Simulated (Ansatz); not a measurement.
**hypothetical R3c YTaN3 with two functionals, uniaxial stress, 5 GPa tension along z**

The parent structure is YTaN₃ (space group R3c, No. 161; weakly magnetic (sensitive to the mesh)).

```yaml
crystal:
  lattice:
    - [2.81621, 1.62594, 4.74003]
    - [-2.81621, 1.62594, 4.74003]
    - [0.00000, -3.25188, 4.74003]
  atoms:
    - { symbol: Y, position: [0.72790, 0.72790, 0.72790] }
    - { symbol: Y, position: [0.22790, 0.22790, 0.22790] }
    - { symbol: Ta, position: [0.49919, 0.49919, 0.49919] }
    - { symbol: Ta, position: [0.99919, 0.99919, 0.99919] }
    - { symbol: N, position: [0.66783, 0.27420, 0.84920] }
    - { symbol: N, position: [0.84920, 0.66783, 0.27420] }
    - { symbol: N, position: [0.27420, 0.84920, 0.66783] }
    - { symbol: N, position: [0.34920, 0.77420, 0.16783] }
    - { symbol: N, position: [0.77420, 0.16783, 0.34920] }
    - { symbol: N, position: [0.16783, 0.34920, 0.77420] }
```

Cartesian axes are those of the cell as printed.

(Cell as relaxed with PBE.)

Levels (all Ansatz, a program for electronic structure, PAW): PBE (420 eV, scalar-relativistic without spin-orbit coupling); PBEsol (420 eV, scalar-relativistic without spin-orbit coupling).

Each level relaxes its own structure.

```csv
base,PBE,PBEsol
volume per atom,13.02 Å³,12.60 Å³
lattice parameter a,5.632 Å,5.593 Å
band gap,zero,zero
largest site moment,0.24 μB,0.00 μB
```

Modification: uniaxial stress, 5 GPa tension along z; all other stress components relax to zero.

```json
[
 {"quantity": "volume per atom", "PBE": "13.27 Å³", "PBEsol": "12.83 Å³"},
 {"quantity": "energy relative to the base (free energy F)", "PBE": "+7.3 meV/atom", "PBEsol": "+7.4 meV/atom"},
 {"quantity": "band gap", "PBE": "zero", "PBEsol": "zero"}
]
```

PBE's volume per atom lies 0.44 Å³ above PBEsol's (3.4 %); the two agree on the band gap. Neither level is exact; PBEsol is the comparison here, not a measurement.

The magnetic state is the one reached from the starting moments; the real material's order can differ, and small cells can't hold many antiferromagnetic ones. Without a gap, meshes like the base's 10×10×10 leave anisotropic stresses uncertain by several tenths of a GPa, and small strain energies with them. With Ta present, leaving out spin-orbit coupling can change the band edges. Load acts through the strain it causes; cell and atoms are relaxed under it. Beyond what the load breaks, stability against distortions was not tested. Spin-polarised in the final run: PBE uniaxial stress, 5 GPa tension along z and PBE base; the other runs are not.
